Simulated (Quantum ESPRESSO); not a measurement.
Quantum ESPRESSO run on BaMgF4 (Cmc2_1, 12 atoms in the cell): self-consistent single point.

Level of theory: PBEsol, GBRV 1.5 ultrasoft (PBESOL) pseudopotentials (plane waves; Quantum ESPRESSO 7.5).

```
CELL_PARAMETERS angstrom
      2.06049    -7.24399     0.00000
      2.06049     7.24399     0.00000
      0.00000     0.00000     5.81496
ATOMIC_POSITIONS crystal
  Ba 0.14833 0.85167 0.53730
  Ba 0.85167 0.14833 0.03730
  Mg 0.58564 0.41436 0.00000
  Mg 0.41436 0.58564 0.50000
  F  0.69595 0.30405 0.80500
  F  0.30405 0.69595 0.30500
  F  0.66544 0.33456 0.26680
  F  0.33456 0.66544 0.76680
  F  0.52502 0.47498 0.69000
  F  0.47498 0.52502 0.19000
  F  0.07870 0.92130 0.99170
  F  0.92130 0.07870 0.49170
```

Reference input (self-consistent single point, DFT, PBEsol, plane waves, GBRV 1.5 ultrasoft (PBESOL) pseudopotentials): ecutwfc = 40 Ry; ecutrho = 200 Ry; occupations = smearing; smearing = mp; degauss = 0.0099958 Ry; potentials = {Ba: ba_pbesol_v1.uspp.F.UPF, Mg: mg_pbesol_v1.4.uspp.F.UPF, F: f_pbesol_v1.4.uspp.F.UPF}; K_POINTS = automatic 5 5 3 0 0 0; conv_thr = 1e-09 Ry; mixing_beta = 0.7. This run's input differs from it in these lines:

```diff
@@ -13,4 +13,4 @@
     ntyp = 3
-    ecutwfc = 40
-    ecutrho = 200
+    ecutwfc = 52
+    ecutrho = 260
     occupations = 'smearing'
```

Output, abridged:

```
     Self-consistent Calculation

     iteration #  1     ecut=    52.00 Ry     beta= 0.70

---- Real-time Memory Report at c_bands before calling an iterative solver
           539 MiB given to the printing process from OS
           216 MiB allocation reported by mallinfo(arena+hblkhd)
------------------

     negative rho (up, down):  1.845E-01 0.000E+00

     total energy              =    -780.24418117 Ry
     estimated scf accuracy    <       0.98831217 Ry

     iteration #  2     ecut=    52.00 Ry     beta= 0.70

---- Real-time Memory Report at c_bands before calling an iterative solver
   [... lines left out ...]
           717 MiB given to the printing process from OS
           270 MiB allocation reported by mallinfo(arena+hblkhd)
------------------

     negative rho (up, down):  1.794E-01 0.000E+00

     total energy              =    -780.68983494 Ry
     estimated scf accuracy    <          1.4E-09 Ry

     iteration # 11     ecut=    52.00 Ry     beta= 0.70

---- Real-time Memory Report at c_bands before calling an iterative solver
           719 MiB given to the printing process from OS
           270 MiB allocation reported by mallinfo(arena+hblkhd)
------------------

     negative rho (up, down):  1.794E-01 0.000E+00
     End of self-consistent calculation

     the Fermi energy is     5.3290 ev

!    total energy              =    -780.68983494 Ry
     estimated scf accuracy    <          1.0E-10 Ry
     smearing contrib. (-TS)   =       0.00000000 Ry
     internal energy E=F+TS    =    -780.68983494 Ry

     convergence has been achieved in  11 iterations

     negative rho (up, down):  1.794E-01 0.000E+00

     Forces acting on atoms (cartesian axes, Ry/au):

     atom    1 type  1   force =     0.00000000    0.00056742    0.00236734
     atom    2 type  1   force =     0.00000000   -0.00056742    0.00236734
     atom    3 type  2   force =     0.00000000    0.00366340    0.00074264
     atom    4 type  2   force =     0.00000000   -0.00366340    0.00074264
     atom    5 type  3   force =     0.00000000   -0.00426472   -0.00286692
   [... lines left out ...]
     Total force =     0.013064     Total SCF correction =     0.000010
   [... lines left out ...]

     negative rho (up, down):  1.794E-01 0.000E+00
          total   stress  (Ry/bohr**3)                   (kbar)     P=        1.83
  -0.00001332   0.00000000   0.00000000           -1.96        0.00        0.00
   0.00000000   0.00003306   0.00000000            0.00        4.86        0.00
   0.00000000   0.00000000   0.00001760            0.00        0.00        2.59

   JOB DONE.
```

The run converged in 11 iterations. Against the reference run the free energy falls by 3.2 meV/atom, the pressure goes from -0.17 to 0.18 GPa, the largest force moves little (0.133 to 0.132 eV/Å) and the gap on the mesh stays at 6.994 eV.

The starting cell comes from a database of published, mostly measured structures (it also holds non-ambient and calculated ones), without a prior relaxation at this level.

Cost on one core of a shared machine: roughly 5 min.
